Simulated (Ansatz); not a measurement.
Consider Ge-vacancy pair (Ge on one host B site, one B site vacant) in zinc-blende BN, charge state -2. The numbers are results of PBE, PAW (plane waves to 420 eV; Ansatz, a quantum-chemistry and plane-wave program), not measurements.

Cell of 64 host sites held at the relaxed PBE lattice; a 2×2×2 k-point mesh shifted by half a step; Fermi-Dirac width 0.01 eV, spin-restricted; finite-size errors left in. Static, classical nuclei. The charge state is imposed; whether it is stable for some Fermi level was not computed. Forms of the defect that were not tried may lie lower.

Barriers: single points on a 3×3×3 k-point mesh shifted by half a step at the bands' geometries.

The step: one B atom jumps into the vacancy from a nearby B site (Ge-vacancy distance between ideal sites 2.56 → 3.62 Å). Atoms about the jump, Cartesian Å from the middle of the jump, before and after:

| atom | x0 | y0 | z0 | x1 | y1 | z1 |
|---|---|---|---|---|---|---|
| B1 | 0.00 | -0.90 | 0.85 | 0.00 | 0.90 | -0.85 |
| N2 | 0.96 | -0.11 | 0.04 | 0.95 | 0.06 | -0.09 |
| N3 | -0.93 | -0.01 | 1.78 | -1.01 | 0.06 | 1.87 |
| N4 | -1.02 | 1.87 | 0.05 | -0.94 | 1.81 | 0.00 |
| N5 | -1.19 | 0.07 | -1.75 | -1.05 | 0.09 | -1.72 |
| B6 | -1.82 | 0.93 | 0.85 | -1.82 | 0.86 | 0.93 |
| N7 | -0.94 | -1.83 | -0.03 | -1.01 | -1.91 | -0.09 |
| B8 | -1.90 | -0.89 | -0.90 | -1.86 | -0.96 | -0.85 |
| B9 | 1.75 | 0.86 | 0.84 | 1.75 | 0.86 | 0.85 |
| N10 | -2.79 | -0.02 | 0.00 | -2.77 | -0.02 | 0.00 |
| B11 | 1.81 | -0.92 | -0.84 | 1.79 | -0.89 | -0.85 |
| B12 | -0.03 | 0.93 | 2.65 | -0.06 | 0.90 | 2.62 |
| N13 | 0.87 | 1.81 | 1.76 | 0.87 | 1.81 | 1.77 |
| B14 | -0.07 | 2.66 | 0.84 | -0.03 | 2.70 | 0.89 |
| Ge15 | -0.04 | -0.82 | -2.63 | -0.03 | -0.92 | -2.74 |
| N16 | 0.87 | -1.85 | 1.80 | 0.95 | -1.91 | 1.87 |
| N17 | 0.96 | 1.86 | -1.93 | 0.87 | 1.81 | -1.85 |
| B18 | -0.03 | -2.79 | -0.89 | -0.06 | -2.75 | -0.85 |
| N19 | 0.99 | -1.94 | -1.72 | 0.98 | -1.94 | -1.72 |
| B20 | -1.87 | -0.92 | 2.66 | -1.86 | -0.89 | 2.62 |
| B21 | -1.82 | 2.67 | -0.89 | -1.85 | 2.70 | -0.91 |

Q: Predict the transition state.

A: 
```json
[
 {"atom": "B1", "x": "-0.34", "y": "0.09", "z": "0.08"},
 {"atom": "N2", "x": "1.03", "y": "-0.01", "z": "-0.02"},
 {"atom": "N3", "x": "-0.99", "y": "0.09", "z": "1.74"},
 {"atom": "N4", "x": "-0.99", "y": "1.76", "z": "0.08"},
 {"atom": "N5", "x": "-1.14", "y": "0.03", "z": "-1.68"},
 {"atom": "B6", "x": "-1.94", "y": "0.96", "z": "0.94"},
 {"atom": "N7", "x": "-1.01", "y": "-1.82", "z": "-0.11"},
 {"atom": "B8", "x": "-1.96", "y": "-0.97", "z": "-0.92"},
 {"atom": "B9", "x": "1.80", "y": "0.89", "z": "0.86"},
 {"atom": "N10", "x": "-2.82", "y": "-0.01", "z": "0.00"},
 {"atom": "B11", "x": "1.83", "y": "-0.92", "z": "-0.86"},
 {"atom": "B12", "x": "-0.04", "y": "0.94", "z": "2.62"},
 {"atom": "N13", "x": "0.89", "y": "1.82", "z": "1.77"},
 {"atom": "B14", "x": "-0.05", "y": "2.68", "z": "0.87"},
 {"atom": "Ge15", "x": "-0.03", "y": "-0.86", "z": "-2.68"},
 {"atom": "N16", "x": "0.94", "y": "-1.89", "z": "1.85"},
 {"atom": "N17", "x": "0.95", "y": "1.85", "z": "-1.92"},
 {"atom": "B18", "x": "-0.05", "y": "-2.75", "z": "-0.88"},
 {"atom": "N19", "x": "0.99", "y": "-1.93", "z": "-1.72"},
 {"atom": "B20", "x": "-1.84", "y": "-0.91", "z": "2.61"},
 {"atom": "B21", "x": "-1.81", "y": "2.66", "z": "-0.91"}
]
```
It lies 3.66 eV above the start and 3.08 eV above the end. The saddle point's order was not checked.
